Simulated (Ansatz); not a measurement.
System: fcc Yb. Method: BLYP in Ansatz (plane waves, PAW).

The run printed, among other lines:

```
Crystal: 1 atoms, lattice volume = 35.050 Å³
Basis set: ecut = 520 eV, 941 PW (Γ), exchange–correlation on 60×60×60 points (8 copies of the dense FFT grid, shifted against one another)
Bands: 16, of which v1, the nominal top of the filled ones, is band 12 counted from 1 (11 counted from 0)
Symmetry: 48 space group operations
Space group: Fm-3m (ITA 225), of the structure as read, at distance tolerance 3.3e-5 Å
k-points: 195 of 5832
Functional: x = b88, c = lyp
SCF iter   1: F=—  HF=-13818.332810 eV  |F-HF|=—  |Δ(HF+E_count)|=         —  Δρ=1.29e-2  dr2=5.56e-2
SCF iter   2: F=—  HF=-13818.327293 eV  |F-HF|=—  |Δ(HF+E_count)|=   5.52e-3  Δρ=5.86e-3  dr2=1.47e-2
  ...
SCF iter  10: F=—  HF=-13818.324640 eV  |F-HF|=—  |Δ(HF+E_count)|=   3.33e-9  Δρ=8.45e-7  dr2=1.87e-10
SCF iter  11: F=-13818.324640 eV  HF=-13818.324640 eV  |F-HF|=9.09e-12  |Δ(HF+E_count)|=  8.68e-10  Δρ=1.92e-7  dr2=9.65e-12
SCF 1 converged in 11 iterations: F = -13818.324640 eV  dr2 = 9.65e-12
SCF converged after 11 iterations
Free energy (F): -13818.324640 eV
Internal energy: -13818.314830 eV  (E = F + TS)
E sigma→0 (E₀):  -13818.319735 eV
Fermi energy:    11.459087 eV
--- Stress (GPa, compression-positive) ---
        1.171955      -0.000000       0.000000
       -0.000000       1.171955       0.000000
       -0.000000       0.000000       1.171955
  P = ⅓ Tr σ = 1.1720 GPa (11.720 kbar)
```

Problem. Write an input file that could have produced this run (the log leaves some choices open).

Solution. One answer among several that fit: 
Ansatz 0.2 input:
```yaml
crystal:
  lattice:
    - [0.0, 2.597484242, 2.597484242]
    - [2.597484242, 0.0, 2.597484242]
    - [2.597484242, 2.597484242, 0.0]
  atoms:
    - { symbol: Yb, position: [0.0, 0.0, 0.0] }
basis:
  ecutwfc: 520
  ecutrho_ratio: 4
  xc_grid: 2
kpoints:
  mp_grid: { grid: [18, 18, 18] }
hamiltonian:
  xc: blyp
  dispersion: none
  pseudopotentials: { kind: paw }
scf:
  occupations: { method: fermi_dirac, width: 0.05 }
  convergence: { dr2_threshold: 0.0000000001 }
output:
  forces: false
  stress: true
  eigenvalues: true
```

The cell is one volume of an energy–volume scan, off the minimum.

The PAW data were made under PBE.

Ansatz is a quantum-chemistry and plane-wave program.
